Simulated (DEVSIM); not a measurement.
Device: abrupt Si p-n junction, at 300 K.

```
layer (left to right)  material  thickness (μm)  Nd (cm⁻³)  Na (cm⁻³)   τn (s)   τp (s)
---------------------  --------  --------------  ---------  ---------  -------  -------
1                            Si           0.760          -     2.2e16  0.00019  0.00019
2                            Si            76.0     4.6e16          -  0.00019  0.00019
```

Left contact: ohmic. Right contact: ohmic. Voltage is applied to the left contact. Recombination: SRH at mid-gap, radiative. Gap narrowing is on: ΔEg = 6.92 meV × (l + √(l² + 0.5)), l = ln(N/1.3e17 cm⁻³), shared equally by both band edges. Mobility is μmin + (μ − μmin)/(1 + (N/Nref)^α).

Constants are typed, rounded textbook-type inputs, not results; the design itself was drawn at random and stands for no fabricated device. Values at 300 K.

```tsv
parameter	Si
gap (eV)	1.124
affinity (eV)	4.05
permittivity	11.7
Nc (cm⁻³)	2.86e19
Nv (cm⁻³)	3.1e19
μn (cm²/Vs)	1417
μp (cm²/Vs)	470
μn,min	52
μp,min	45
Nref,n	9.7e16
Nref,p	2.2e17
αn	0.68
αp	0.72
B (cm³/s)	4.7e-15
```

Simulated with DEVSIM: 1D drift-diffusion, Boltzmann statistics, complete ionisation; no tunnelling, impact ionisation, image-force lowering or self-heating.

The thickness of layer 1 was swept, all else fixed.

```csv
thickness of layer 1 (μm),dark forward voltage at 1 A/cm² (V),dark forward voltage at 100 A/cm² (V)
0.15,0.502,0.745
0.27,0.530,0.768
0.46,0.549,0.784
0.76,0.564,0.796
1.3,0.580,0.810
2.3,0.595,0.824
3.8,0.608,0.834
```

From the first row to the last the dark forward voltage at 1 A/cm² goes from 0.502 to 0.608. From the first row to the last the dark forward voltage at 100 A/cm² goes from 0.745 to 0.834.
